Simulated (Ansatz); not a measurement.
# Cs: pressure 0.7 GPa

Start from Cs in the bcc (W type) structure (space group Im-3m, No. 229; a = 6.007 Å).

The change: cell and atoms relaxed at a pressure of 0.7 GPa.

All numbers come from PBEsol/PAW in Ansatz (a quantum-chemistry and plane-wave program), no spin-orbit coupling. Settings: 11×11×11 k-points, 0.05 eV Fermi–Dirac smearing.

```tsv
quantity	base	changed	shift
density	2.04 g/cm³	2.56 g/cm³	+0.529 g/cm³
lattice parameter a	6.007 Å	5.562 Å	-0.445 Å
enthalpy H = E + PV relative to the base's energy	–	+0.42 eV/atom	–
band gap	zero	zero	–
```

Final structure:

```
CELL_PARAMETERS angstrom
     -2.78117     2.78117     2.78117
      2.78117    -2.78117     2.78117
      2.78117     2.78117    -2.78117
ATOMIC_POSITIONS crystal
  Cs 0.00000 0.00000 0.00000
```

Load acts through the strain it causes; cell and atoms are relaxed under it. No phonon test of stability was made. All final runs are without spin polarisation.
